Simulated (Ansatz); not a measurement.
Start from CuI in the zinc blende structure (space group F-43m, No. 216).

```
CuI
1.0
    0.00000     2.96965     2.96965
    2.96965     0.00000     2.96965
    2.96965     2.96965     0.00000
I Cu
1 1
Cartesian
  4.45448   4.45448   4.45448
  0.00000   0.00000   0.00000
```

Levels (all Ansatz, a quantum-chemistry and plane-wave program, PAW): PBEsol (420 eV, no spin-orbit coupling); r2SCAN (500 eV, no spin-orbit coupling); HSE06 (420 eV, no SOC).

One geometry, relaxed with PBEsol, under each level:

Notes on the quantities. hole mass: degenerate bands, along [100].

```json
[
 {"level": "PBEsol", "band gap": "1.17 eV", "lowest conduction level above the VBM at special points": "Γ 1.17 eV; L 2.11 eV; X 2.47 eV; K 2.95 eV", "electron mass": "0.14 mₑ (at Γ)", "hole mass": "0.20, 0.64, 0.64 mₑ (at Γ)", "pressure": "0.0 kbar"},
 {"level": "r2SCAN", "band gap": "1.80 eV", "lowest conduction level above the VBM at special points": "Γ 1.80 eV; L 2.60 eV; X 2.82 eV; K 3.31 eV", "electron mass": "0.18 mₑ (at Γ)", "hole mass": "0.28, 0.65, 0.65 mₑ (at Γ)", "pressure": "20.4 kbar"},
 {"level": "HSE06", "band gap": "___", "lowest conduction level above the VBM at special points": "___", "electron mass": "–", "hole mass": "–", "pressure": "–"}
]
```

Problem. Give the withheld HSE06 results.

Solution. 
- HSE06, band gap: 2.76 eV
- HSE06, lowest conduction level above the VBM at special points: Γ 2.76 eV; L 3.63 eV; X 3.72 eV

Single points use the geometry relaxed with PBEsol. Their cutoffs differ, which shifts pressures a little. With I present, leaving out spin-orbit coupling can change the band edges. Masses are band curvatures over ±0.01 Å⁻¹ around the edge. Stability against distortions was not tested. All final runs are without spin polarisation.
